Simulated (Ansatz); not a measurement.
Co: pressure 10 GPa

The parent structure is Co in the hcp (Mg type) structure (space group P6_3/mmc, No. 194; a = 2.4939 Å, c = 4.0318 Å; ferromagnetic).

Now apply this change: a hydrostatic pressure of 10 GPa.

The values are results of PBE (Ansatz, a program for electronic structure, PAW, no SOC), not measurements. Γ-centred 21×21×12 mesh, Fermi–Dirac width 0.05 eV.

```tsv
quantity	base	changed	shift
volume per atom	10.86 Å³	10.40 Å³	-0.455 Å³
density	9.01 g/cm³	9.41 g/cm³	+0.394 g/cm³
lattice parameter a	2.494 Å	2.458 Å	-0.0355 Å
c/a ratio	1.617	1.617	0.000
shortest interatomic distance	2.477 Å	2.442 Å	-0.035 Å
enthalpy H = E + PV relative to the base's energy	–	+0.66 eV/atom	–
band gap	zero	zero	–
magnetic state	ferromagnetic	ferromagnetic	–
largest site moment	1.69 μB	1.64 μB	-0.044 μB
```

Other magnetic orders, which the real material may have, were not ruled out. Load acts through the strain it causes; cell and atoms are relaxed under it. Stability against distortions was not tested. No other phases were tried under pressure.
